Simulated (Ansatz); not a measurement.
System: Sc (Fm-3m, No. 225, 1 atoms in the cell; start mp-36; another form than the element's usual one). Method: PBEsol in Ansatz (plane waves, PAW).

Excerpt of the program's output:

```
WARN output.stress: scf.convergence.dr2_threshold = 1e-7 eV (the SCF's general default) is looser than the 1e-10 eV advised for a printed stress (1e-10 eV for …
Relaxation: its limit of steps is 80 (relax.max_steps)
Crystal: 1 atoms, lattice volume = 23.133 Å³
Basis set: ecut = 520 eV, 609 PW (Γ), exchange–correlation on 48×48×48 points (8 copies of the dense FFT grid, shifted against one another)
Bands: 10, of which v1, the nominal top of the filled ones, is band 6 counted from 1 (5 counted from 0)
Symmetry: 48 space group operations
Space group: Fm-3m (ITA 225), of the structure as read, at distance tolerance 2.8e-5 Å
k-points: 256 of 8000
Initial density: superposition of atomic densities (chi_scale 0.1, normalization cell)
Functional: x = pbesol(κ = 0.804, μ = 0.12345679012345678), c = pbesol(β = 0.046)
SCF iter   1: F=—  HF=-2111.394720 eV  |F-HF|=—  |Δ(HF+E_count)|=         —  Δρ=2.42e-2  dr2=1.75e-1
SCF iter   2: F=—  HF=-2111.344295 eV  |F-HF|=—  |Δ(HF+E_count)|=   5.04e-2  Δρ=1.11e-2  dr2=4.11e-2
  ...
SCF iter   5: F=—  HF=-2111.330846 eV  |F-HF|=—  |Δ(HF+E_count)|=   6.53e-6  Δρ=6.08e-6  dr2=4.07e-9
SCF iter   6: F=-2111.330846 eV  HF=-2111.330846 eV  |F-HF|=3.74e-10  |Δ(HF+E_count)|=   2.49e-9  Δρ=1.45e-6  dr2=4.85e-10
SCF 1 converged in 6 iterations: F = -2111.330846 eV  dr2 = 4.85e-10
relax step   1: F+E_penalty+E_count = -2111.33084571 eV  Δ(F+E_penalty+E_count) = +0.000e0 eV  max|allowed force component| = 0.000e0 eV/Å  Δτ_max = 0.0000 Å  (6 SCF iters, accepted)
SCF converged after 6 iterations
Free energy (F): -2111.330846 eV
Internal energy: -2111.316035 eV  (E = F + TS)
E sigma→0 (E₀):  -2111.323440 eV
Fermi energy:    9.815897 eV
--- Forces (eV/Å), atoms counted from 1 ---
  atom   1  Sc    -0.00000000     0.00000000     0.00000000
--- Stress (GPa, compression-positive) ---
        1.106989      -0.000000       0.000000
        0.000000       1.106989      -0.000000
        0.000000      -0.000000       1.106989
  P = ⅓ Tr σ = 1.1070 GPa (11.070 kbar)
```

Question: Write an input file that could have produced this run (the log leaves some choices open).

Answer: One answer among several that fit: 
Ansatz 0.2 input:
```yaml
crystal:
  lattice:
    - [0.0, 2.2615106044, 2.2615106044]
    - [2.2615106044, 0.0, 2.2615106044]
    - [2.2615106044, 2.2615106044, 0.0]
  atoms:
    - { symbol: Sc, position: [0.0, 0.0, 0.0] }
basis:
  ecutwfc: 520
  ecutrho_ratio: 4
  xc_grid: 2
kpoints:
  mp_grid: { grid: [20, 20, 20] }
hamiltonian:
  xc: pbesol
  dispersion: none
  pseudopotentials: { azcp: { folder: ./paw }, kind: paw }
scf:
  occupations: { method: fermi_dirac, width: 0.05 }
output:
  forces: false
  stress: true
  eigenvalues: true
relax:
  f_tol: 0.004
  escape_saddle: false
  max_steps: 80
```

The cell is one volume of an energy–volume scan, off the minimum.

The PAW data were made under PBE.

Note: the relaxation could not lower the start's symmetry, so the cell can be a saddle point above a distorted one.

A start named mp-… is a Materials Project structure, which need not be a measured phase.

Ansatz is an electronic-structure program.
